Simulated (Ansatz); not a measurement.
Here is the system:

```xyz
6
Lattice="3.1650 0.0000 0.0000 -1.5825 2.7409 0.0000 0.0000 0.0000 11.9197" Properties=species:S:1:pos:R:3 pbc="T T T"
Mo     1.5825     0.9136     2.9799
Mo     0.0000     1.8273     8.9398
S      1.5825     0.9136    10.4876
S      0.0000     1.8273     4.5277
S      0.0000     1.8273     1.4322
S      1.5825     0.9136     7.3920
```

No spin polarisation.

Computed with PBEsol-D3(BJ) in Ansatz (plane waves to 420 eV, PAW, no SOC). Γ-centred 12×12×3 mesh, Fermi–Dirac width 0.05 eV.

### Question
Predict the valence-band top at Γ and hole mass.

### Answer
The valence-band top at Γ (three highest levels, from the VBM) is 0.00, -1.04, -1.34 eV and the hole mass comes out as 1.1 mₑ along c, 0.52 mₑ across (at Γ).

The levels and masses belong to the bands next to the band gap. The cells carry an imposed strain or load. Effective masses come from finite differences of ±0.01 Å⁻¹. Stability against distortions was not tested. The cell was made from MoS2 (space group P6_3/mmc, No. 194; layered, stacked along the Cartesian z axis) by this change: isotropic strain +1.80 %.

Ansatz is a program for electronic structure.
